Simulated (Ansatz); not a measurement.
## FeAgSe2 (space group R-3m, No. 166; ferromagnetic; a hypothetical phase, not in the database extracts checked)

```
CELL_PARAMETERS angstrom
      1.67321     0.96603     7.13801
     -1.67321     0.96603     7.13801
      0.00000    -1.93206     7.13801
ATOMIC_POSITIONS crystal
  Fe 0.00000 0.00000 0.00000
  Ag 0.50000 0.50000 0.50000
  Se 0.26545 0.26545 0.26545
  Se 0.73455 0.73455 0.73455
```

The values are results of Ansatz (a quantum-chemistry and plane-wave program), PBEsol, PAW, cutoff 420 eV, without spin-orbit coupling, not measurements. Γ-centred 16×16×16 mesh, Fermi–Dirac width 0.05 eV.

* **Volume per atom**: 17.31 Å³
* **Density**: 7.72 g/cm³
* **Band gap**: zero
* **Magnetic state**: ferromagnetic
* **Total energy**: -5704.960 eV/atom (σ→0; compares only within this code and set-up)

Other magnetic orders, which the real material may have, were not ruled out. No phonon test of stability was made.
